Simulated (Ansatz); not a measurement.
Functionals compared on the (10-12) surface of hcp Tl in its 1x1 cell, outermost plane spacing 0.70 Å in the ideal cut, in Ansatz (plane waves, PAW). The structure was relaxed with PBE; the other rows are single points on it, each with its references at the same level. Cutoff 420 eV (500 eV for r2SCAN).

Set-up: 12 atoms, 11.2 Å thick at the start; mesh 11x5x1; 0.1 eV smearing; dipole correction on; all atoms relaxed; start symmetry kept, larger cells not searched; no spin, no spin-orbit, no U. These notes are the PBE run's.

```csv
functional,surface energy (J/m²),work function of the top face (eV),rough cost of the single point
PBE,0.30,3.51,–
LDA,0.45,3.84,very roughly 120 core-seconds
PBEsol,0.40,3.60,roughly 120 core-seconds
RPBE,0.20,3.35,roughly 2.1 core-minutes
r2SCAN,[?],[?],around 4 core-minutes (rough)
```

Problem. Fill in the missing entries.

Solution. 
- r2SCAN, surface energy (J/m²): 0.37
- r2SCAN, work function of the top face (eV): 3.53

Ansatz is a program for electronic structure.
